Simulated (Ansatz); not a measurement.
The reference is YN in the rock salt structure (space group Fm-3m, No. 225).

```yaml
crystal:
  lattice:
    - [0.00000, 2.40990, 2.40990]
    - [2.40990, 0.00000, 2.40990]
    - [2.40990, 2.40990, 0.00000]
  atoms:
    - { symbol: Y, position: [0.00000, 0.00000, 0.00000] }
    - { symbol: N, position: [0.50000, 0.50000, 0.50000] }
```

Cartesian axes are those of the cell as printed.

All numbers come from LDA (Ansatz, a first-principles code), without spin-orbit coupling.

Base values:

- Pressure = 0.0 GPa

It is then changed as follows: biaxial strain +0.42 %, plane normal [111], relaxed out of plane (Cartesian); in-plane vectors clamped, the third vector and the atoms free.

**Question.** Estimate the effect on the energy relative to the base and pressure.

**Answer.** The energy goes up by 0.6 meV/atom; the pressure (mean of the normal stresses, compression positive) goes from zero to -1.1 GPa.

Whether these cells are dynamically stable was not tested. The final runs are not spin-polarised. Gaps under 0.05 eV, about the width of the smearing, are given as zero.
